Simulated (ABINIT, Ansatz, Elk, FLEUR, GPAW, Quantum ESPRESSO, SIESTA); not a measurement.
## Code comparison for BeB₂ (P6/mmm, 3 atoms in the cell)

Self-consistent single point, at a second geometry (lattice scaled by 0.98). First geometry:

```xyz
3
Lattice="2.9297 0.0000 0.0000 -1.4648 2.5372 0.0000 0.0000 0.0000 2.8773" Properties=species:S:1:pos:R:3 pbc="T T T"
Be     0.0000     0.0000     0.0000
B      0.0000     1.6915     1.4387
B      1.4648     0.8457     1.4387
```

Shared settings, as Ansatz (a quantum-chemistry and plane-wave program) writes them: kpoints.mp_grid.grid = 13 13 11; scf.occupations.method = fermi_dirac; scf.occupations.width = 0.136 eV. Potentials and cutoffs stand in the table.

| code | model | ΔF from the first geometry (meV/atom) | cutoff |
|---|---|---|---|
| Ansatz | PBEsol, PAW files made with PBE | 10.8 | default |
| GPAW | PBEsol, GPAW PAW datasets PBEsol (made by gpaw-setup) | 10.9 | 950 eV |
| Quantum ESPRESSO | PBEsol, PseudoDojo standard norm-conserving (PBESOL) pseudopotentials | 12.5 | 90 Ry |
| Elk | PBEsol, all-electron FP-LAPW, Elk's shipped species files, APW+lo basis with extra local orbitals | 12.8 | rgkmax 7.5 |
| FLEUR | PBEsol, all-electron FLAPW (FLEUR), scalar-relativistic valence | 11.2 | Kmax 4.3 1/bohr |
| ABINIT | PBEsol, norm-conserving pseudopotentials (PseudoDojo nc-sr-04 PBEsol standard) | 12.5 | 1197 eV |
| SIESTA | GGA PBEsol, numerical atomic orbitals DZP, PseudoDojo PBEsol standard norm-conserving potentials (rewritten from UPF to PSML) | 17.8 | grid 350 Ry |

The spread over the programs that give each value: ΔF from the first geometry within 7.0 meV/atom.

SIESTA uses small atom-centred bases, whose incompleteness enters pressures, forces and empty levels differently from a plane-wave cutoff. Elk and FLEUR treat all electrons, but the usual bases taken here (sphere radii, linearisation, local orbitals, empty states) were not tested for convergence, so the values are no reference for the others. In the pressure, SIESTA (by 2.45) lies more than 1 GPa from the median of the plane-wave programs.

The starting cell comes from a database of computed structures (which also holds hypothetical and non-ambient phases and stackings), without a prior relaxation at this level. For this run, on top of that: lattice scaled by 0.98.

Keys are those of Ansatz 0.2.
